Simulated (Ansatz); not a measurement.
**CaZrS3 (model structure, started from the cubic perovskite type, Pm-3m, No. 221, 5 atoms in the cell)**

Level of theory: PBE+SOC in Ansatz (plane waves, PAW).

Numerical settings: plane-wave cutoff 520 eV, 8×8×8 k mesh, Fermi–Dirac smearing 0.01 eV, PAW data made under PBE.

Cell (relaxed with PBEsol):

```cif
data_CaS3Zr
_chemical_formula_sum 'Ca1 Zr1 S3'
_space_group_name_H-M_alt 'P 1'
_space_group_IT_number 1
_cell_length_a 4.92496
_cell_length_b 4.92496
_cell_length_c 4.92496
_cell_angle_alpha 90.000
_cell_angle_beta 90.000
_cell_angle_gamma 90.000
loop_
_space_group_symop_operation_xyz
  'x, y, z'
loop_
_atom_site_label
_atom_site_type_symbol
_atom_site_fract_x
_atom_site_fract_y
_atom_site_fract_z
_atom_site_occupancy
Ca1 Ca 0.00000 0.00000 0.00000 1
Zr1 Zr 0.50000 0.50000 0.50000 1
S1 S 0.00000 0.50000 0.50000 1
S2 S 0.50000 0.50000 0.00000 1
S3 S 0.50000 0.00000 0.50000 1
```

* **band gap**: 0.33 eV (indirect)
* **smallest direct gap on the k points sampled**: 0.84 eV

Note: the relaxation could raise the start's symmetry but not lower it, so the cell can be a saddle point; cell and atoms aren't relaxed at this level (pressure 2.6 GPa).

Static lattice: no zero-point or thermal effects.

It cost around 100 core-seconds (rough) of CPU time.

A model structure was made by putting elements into a prototype or built by hand; it is no filed structure, need not be a known phase, and can be a saddle point held by its symmetry.

Ansatz is a program for electronic structure.
